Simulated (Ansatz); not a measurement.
A periodic model of amorphous Zr20O43In2:

```yaml
crystal:
  lattice:
    - [9.67245, -0.02320, 0.08157]
    - [-0.02320, 9.36780, -0.12590]
    - [0.08157, -0.12590, 9.28088]
  atoms:
    - { symbol: Zr, position: [0.33357, 0.44162, 0.78946] }
    - { symbol: Zr, position: [0.63890, 0.56533, 0.67321] }
    - { symbol: Zr, position: [0.91338, 0.37814, 0.16284] }
    - { symbol: Zr, position: [0.39616, 0.53783, 0.37772] }
    - { symbol: Zr, position: [0.26031, 0.21924, 0.32812] }
    - { symbol: Zr, position: [0.11440, 0.79545, 0.36196] }
    - { symbol: Zr, position: [0.02533, 0.44667, 0.54733] }
    - { symbol: Zr, position: [0.39716, 0.05498, 0.92543] }
    - { symbol: Zr, position: [0.89479, 0.67061, 0.99770] }
    - { symbol: Zr, position: [0.09905, 0.17205, 0.74318] }
    - { symbol: Zr, position: [0.76068, 0.19878, 0.80275] }
    - { symbol: Zr, position: [0.48438, 0.93989, 0.51406] }
    - { symbol: Zr, position: [0.72559, 0.70701, 0.34042] }
    - { symbol: Zr, position: [0.57074, 0.75240, 0.00530] }
    - { symbol: Zr, position: [0.94332, 0.09372, 0.43813] }
    - { symbol: Zr, position: [0.07945, 0.04731, 0.08804] }
    - { symbol: Zr, position: [0.55961, 0.40495, 0.06491] }
    - { symbol: Zr, position: [0.20030, 0.82098, 0.70869] }
    - { symbol: Zr, position: [0.85918, 0.81585, 0.66411] }
    - { symbol: Zr, position: [0.22612, 0.64775, 0.04508] }
    - { symbol: O, position: [0.90287, 0.32711, 0.38938] }
    - { symbol: O, position: [0.12195, 0.20802, 0.51044] }
    - { symbol: O, position: [0.30653, 0.22130, 0.79596] }
    - { symbol: O, position: [0.55839, 0.23401, 0.92158] }
    - { symbol: O, position: [0.29462, 0.09962, 0.11377] }
    - { symbol: O, position: [0.65523, 0.34316, 0.66480] }
    - { symbol: O, position: [0.04461, 0.52435, 0.03257] }
    - { symbol: O, position: [0.25963, 0.66178, 0.26468] }
    - { symbol: O, position: [0.89715, 0.06634, 0.20860] }
    - { symbol: O, position: [0.42292, 0.52714, 0.60320] }
    - { symbol: O, position: [0.03597, 0.97043, 0.62390] }
    - { symbol: O, position: [0.06730, 0.80701, 0.12071] }
    - { symbol: O, position: [0.62321, 0.52809, 0.42668] }
    - { symbol: O, position: [0.95362, 0.17464, 0.92412] }
    - { symbol: O, position: [0.29853, 0.83487, 0.49443] }
    - { symbol: O, position: [0.12486, 0.40175, 0.72765] }
    - { symbol: O, position: [0.41429, 0.11970, 0.44063] }
    - { symbol: O, position: [0.12816, 0.00913, 0.32264] }
    - { symbol: O, position: [0.57044, 0.86576, 0.31915] }
    - { symbol: O, position: [0.43491, 0.35594, 0.26487] }
    - { symbol: O, position: [0.52988, 0.54635, 0.86872] }
    - { symbol: O, position: [0.75788, 0.78896, 0.12493] }
    - { symbol: O, position: [0.90920, 0.24446, 0.65090] }
    - { symbol: O, position: [0.54939, 0.60885, 0.17298] }
    - { symbol: O, position: [0.89193, 0.84392, 0.42450] }
    - { symbol: O, position: [0.37110, 0.80970, 0.00780] }
    - { symbol: O, position: [0.72972, 0.71824, 0.83922] }
    - { symbol: O, position: [0.58369, 0.97703, 0.01213] }
    - { symbol: O, position: [0.09354, 0.25966, 0.18222] }
    - { symbol: O, position: [0.75714, 0.00433, 0.73187] }
    - { symbol: O, position: [0.33331, 0.45936, 0.01354] }
    - { symbol: O, position: [0.65164, 0.77124, 0.56606] }
    - { symbol: O, position: [0.88445, 0.57752, 0.25637] }
    - { symbol: O, position: [0.69818, 0.28228, 0.19281] }
    - { symbol: O, position: [0.40430, 0.92903, 0.73008] }
    - { symbol: O, position: [0.77494, 0.46509, 0.00188] }
    - { symbol: O, position: [0.84928, 0.57272, 0.61227] }
    - { symbol: O, position: [0.24475, 0.64627, 0.81566] }
    - { symbol: O, position: [0.99306, 0.77005, 0.82631] }
    - { symbol: O, position: [0.09062, 0.67649, 0.54648] }
    - { symbol: O, position: [0.17306, 0.99550, 0.87557] }
    - { symbol: O, position: [0.71700, 0.09167, 0.43686] }
    - { symbol: O, position: [0.21691, 0.42986, 0.41665] }
    - { symbol: In, position: [0.68300, 0.03628, 0.20470] }
    - { symbol: In, position: [0.67566, 0.30883, 0.43286] }
```

Methods: PBE, scalar-relativistic without spin-orbit coupling (Ansatz, a quantum-chemistry and plane-wave program); r2SCAN, scalar-relativistic without spin-orbit coupling (Ansatz); HSE06, scalar-relativistic without spin-orbit coupling (Ansatz). Neutral PBE cell, which sets geometry, pressure and energy: sampling: a 2×2×2 Γ-centred mesh; Fermi-Dirac width 0.02 eV; no spin polarisation. Exact exchange is cut at the faces of this 9 Å cell, which leaves hybrid gaps a finite-size error.

A CHGNet melt-quench gave the starting glass, which DFT then relaxed. O atoms were pushed apart under 1.9 Å during the dynamics, to hinder bonds among them. The hot cell started wider than the set density and was brought back towards it in steps. It is the lowest in DFT energy of 2 quenches. It is a model cell: composition and starting density were chosen by hand, and all elements were melted together. No dispersion term was used. Its density started from a set value of 5.42 and ended at 5.42 g/cm³. Cooling (nominally 300 K/ps over its main leg) ran many orders faster than in experiment, which tends to leave more defects and strain. One small periodic cell is one sample of the glass; other quenches scatter about these values. The volume was held where the preparation left it and the shape relaxed.

### Question
Give the pressure, the energy against reference phases and the spacing of the highest filled and lowest empty levels.

### Answer

* **Pressure on a 2×2×2 Γ-centred mesh**: -4.68 GPa
* **Largest force and stress component on that mesh (the relaxation ran on the zone centre alone)**: 0.15 eV/Å and 4.8 GPa
* **Energy relative to monoclinic ZrO2 + bixbyite In2O3 (lowest mix at this level among the phases computed, not always the ambient ones)**: 164 meV/atom
* **Gap on a 2×2×2 Γ-centred mesh (PBE)**: 3.23 eV
* **Gap at the zone centre (PBE)**: 3.22 eV
* **Gap at the zone centre (r2SCAN)**: 3.72 eV
* **Gap at the zone centre (HSE06)**: 4.78 eV
* **Distance between the nearest levels spread over more than a fifth of the atoms or a third of the atoms of their main element (six at least) (PBE, zone centre)**: 3.22 eV

### Question
At PBE and the zone centre, how localised are the states just below and above the Fermi level (participation number: the atoms over which a state spreads)?

### Answer
The highest filled state is spread over 18.9 atoms' worth, largest on O46, with weights by element (charge in smoothed Voronoi cells) O 0.95, Zr 0.04, In 0.00. The lowest empty state is spread over 19.9 atoms' worth, largest on In64, with weights by element (charge in smoothed Voronoi cells) O 0.46, Zr 0.35, In 0.20.

Cut-offs for bonds: Zr-Zr 3.41 Å, Zr-O 2.62 Å, Zr-In 3.27 Å, O-O 1.58 Å, O-In 2.50 Å, In-In 3.12 Å. Two cations that share two anions don't count as bonded, nor two that share one unless they lie closer than Zr-Zr 3.32 Å, Zr-In 3.18 Å, In-In 3.04 Å.

Added carriers, by PBE, scalar-relativistic without spin-orbit coupling in Ansatz on the zone centre alone. Charged cells keep the cell fixed and stand in a uniform background, with no image correction, at a width of 0.01 eV; where the count is odd the moment is locked at 1 μB, unless the neutral cell bore moments. Each starts from the undistorted neutral geometry alone. PBE's self-interaction favours spread-out carriers, so it can miss traps that a hybrid finds.

### Question
What happens at PBE when the cell takes an extra electron and the atoms relax?

### Answer
Relaxation lowers the charged cell by 0.28 eV. The largest moves are O48 0.22 Å, O54 0.21 Å, O39 0.13 Å, O62 0.12 Å. The level that holds the added charge spreads over 8.0 atoms' worth, most on In64 (weight 0.31): a partly localised carrier. No bond crosses its cut-off with a change of over 0.15 Å (metal-metal contacts aside). Made neutral again at that geometry, the cell lies +0.64 eV from the neutral start.

### Question
What happens at PBE when the cell takes a hole and the atoms relax?

### Answer
Relaxation lowers the charged cell by 0.09 eV. The largest moves are O48 0.15 Å, O46 0.14 Å, Zr20 0.13 Å, O58 0.11 Å. The level that was emptied spreads over 4.6 atoms' worth, most on O46 (weight 0.40): a localised (trapped) carrier, which neighbours of that atom can share. No bond crosses its cut-off with a change of over 0.15 Å (metal-metal contacts aside). Made neutral again at that geometry, the cell lies +0.53 eV from the neutral start.
